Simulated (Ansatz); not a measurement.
The parent structure is ZrSe2 in the CdI2 type structure (space group P-3m1, No. 164; a = 3.735 Å, c = 6.032 Å; layered, stacked along the Cartesian z axis). Axes: x lies along a and z along c of the hexagonal cell.

Calculations: plane-wave PAW DFT at the PBE-D3(BJ) level (Ansatz, a first-principles code, 420 eV), spin-orbit coupling left out.

For the base:

Pressure: 0.0 GPa
Shortest interatomic distance: 2.684 Å

Now apply this change: the cell is compressed by 1.00 % along z with no lateral relaxation, atoms relaxed at fixed cell.

### Question
Predict the new largest internal atomic displacement, pressure, energy relative to the base and shortest interatomic distance.

### Answer
The largest internal atomic displacement amounts to 0.013 Å; the pressure (mean of the normal stresses, compression positive) goes from zero to 0.2 GPa; the energy rises by 0.4 meV/atom; the shortest interatomic distance stays essentially unchanged (2.684 Å against 2.683 Å).

The cells carry an imposed strain or load. Whether these cells are dynamically stable was not tested. All final runs are without spin polarisation. Gaps under 0.05 eV, about the width of the smearing, are given as zero.
